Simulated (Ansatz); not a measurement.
A self-consistent single point of CrGa4 (I4mm, 5 atoms in the cell) with Ansatz (a first-principles code).

Computed with LDA (PW92), default PAW files made with PBE (plane waves; Ansatz).

```
CELL_PARAMETERS angstrom
     -2.81304     2.81304     2.81304
      2.81304    -2.81304     2.81304
      2.81304     2.81304    -2.81304
ATOMIC_POSITIONS crystal
  Cr 0.00889 0.00889 0.00000
  Ga 0.00000 0.00000 0.50000
  Ga 0.00000 0.50000 0.00000
  Ga 0.50000 0.50000 0.50000
  Ga 0.50000 0.00000 0.00000
```

Reference input (self-consistent single point, DFT, LDA (PW92), plane waves, default PAW files made with PBE): basis.ecutwfc = 420 eV; kpoints.mp_grid.grid = 8 8 8; hamiltonian.xc = lda; hamiltonian.pseudopotentials = {kind: paw} (the program's default PAW files); scf.occupations.method = fermi_dirac; scf.occupations.width = 0.1 eV. This run's input differs from it in these lines:

Ansatz 0.2 input:
```diff
@@ -16,3 +16,4 @@
   mp_grid:
-    grid: [8, 8, 8]
+    grid: [3, 3, 3]
+    shift: [0.5, 0.5, 0.5]
 hamiltonian:
```

Output, abridged:

```
SCF iter   1: F=—  HF=-18151.634566 eV  |F-HF|=—  |Δ(HF+E_count)|=         —  Δρ=1.23e-2  dr2=7.52e-2  ethr=1.77e-3  ⟨swp⟩=5.2  Hψ=771  notcnv=0
all-band conjugate gradients solve this SCF's bands
preconditioner: auto → Resta (q_TF=auto, 2.595 Å⁻¹)
SCF iter   2: F=—  HF=-18151.624037 eV  |F-HF|=—  |Δ(HF+E_count)|=   1.05e-2  Δρ=5.32e-3  dr2=1.33e-2  ethr=1.14e-4  ⟨swp⟩=2.5  Hψ=386  notcnv=0
   [... lines left out ...]
SCF iter   4: F=—  HF=-18151.621631 eV  |F-HF|=—  |Δ(HF+E_count)|=   5.37e-4  Δρ=4.35e-4  dr2=1.73e-4  ethr=1.15e-6  ⟨swp⟩=2.0  Hψ=360  notcnv=0
SCF iter   5: F=—  HF=-18151.621609 eV  |F-HF|=—  |Δ(HF+E_count)|=   2.13e-5  Δρ=1.25e-4  dr2=1.90e-5  ethr=2.62e-7  ⟨swp⟩=2.8  Hψ=418  notcnv=0
SCF iter   6: F=—  HF=-18151.621624 eV  |F-HF|=—  |Δ(HF+E_count)|=   1.51e-5  Δρ=1.57e-5  dr2=2.08e-7  ethr=2.88e-8  ⟨swp⟩=2.2  Hψ=307  notcnv=0
SCF iter   7: F=-18151.621624 eV  HF=-18151.621625 eV  |F-HF|=3.01e-8  |Δ(HF+E_count)|=   3.31e-8  Δρ=6.48e-6  dr2=4.01e-8  ethr=1.52e-10  ⟨swp⟩=23.2  Hψ=1016  notcnv=0
SCF 1 converged in 7 iterations: F = -18151.621624 eV  dr2 = 4.01e-8
Free energy (F): -18151.621624 eV
Internal energy: -18151.613396 eV  (E = F + TS)
E sigma→0 (E₀):  -18151.617510 eV
Entropy (-TS):   -0.008229 eV (-1.646 meV/atom)
Fermi energy:    10.076895 eV
--- Forces (eV/Å), atoms counted from 1 ---
  atom   1  Cr    -0.00000000    -0.00000000    -0.69325813
  atom   2  Ga    -0.08174470    -0.08174470     0.17331993
  atom   3  Ga     0.08174470    -0.08174470     0.17331993
  atom   4  Ga     0.08174470     0.08174470     0.17331993
  atom   5  Ga    -0.08174470     0.08174470     0.17331993
--- Stress (GPa, compression-positive) ---
       -4.820228       0.000000      -0.000000
        0.000000      -4.820228       0.000000
       -0.000000       0.000000      -4.871904
  P = ⅓ Tr σ = -4.8375 GPa (-48.375 kbar)
  The stress holds the Pulay correction. Without it, at fixed plane waves, as pw.x and ABINIT print it: P = -4.8838 GPa
```

The run converged in 7 iterations. Against the reference run the free energy goes up by 19.8 meV/atom, the pressure goes from -5.29 to -4.84 GPa and the largest force goes from 0.710 to 0.693 eV/Å.

The starting cell comes from a database of computed structures (which also holds hypothetical and non-ambient phases and stackings), without a prior relaxation at this level. Its lattice was rescaled by up to half a per cent. One atom was moved a little off its site on purpose. Ansatz's pressure includes its estimate of the finite-basis (Pulay) stress.
